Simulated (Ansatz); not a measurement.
For white tin (β-Sn), PBEsol+SOC (PAW; Ansatz, a quantum-chemistry and plane-wave program) gives:

| Item | Result |
|---|---|
| lattice constant a | 5.838 Å |
| lattice parameter c | 3.154 Å |
| bulk modulus B0 | 55.9 GPa |

Question: What does r²SCAN+SOC (Ansatz, plane waves, PAW) give for the same quantities?

Answer: 
- lattice constant a: 5.884 Å (increases by 0.8 %)
- lattice parameter c: 3.186 Å (rises by 1.0 %)
- bulk modulus: 53.9 GPa (drops by 3.6 %)

For comparison: lattice constant a 5.831 Å (measured, 293 K, no zero-point or thermal correction; as tabulated in Wikipedia's data pages); lattice parameter c 3.181 Å (measured, 293 K, no zero-point or thermal correction; as tabulated in Wikipedia's data pages); bulk modulus 57.0 GPa (measured, temperature not stated, no zero-point or thermal correction; as tabulated in Chen et al. (2023), arXiv:2209.05059).

Changes are worked out from the printed values.

Unless a cell is named, each level is at its own relaxed cell (PBEsol+SOC 26.88, r²SCAN+SOC 27.58 Å³/atom).

Ansatz's density-functional and Hartree–Fock values are scalar-relativistic unless marked +SOC, with PAW data made under PBE.
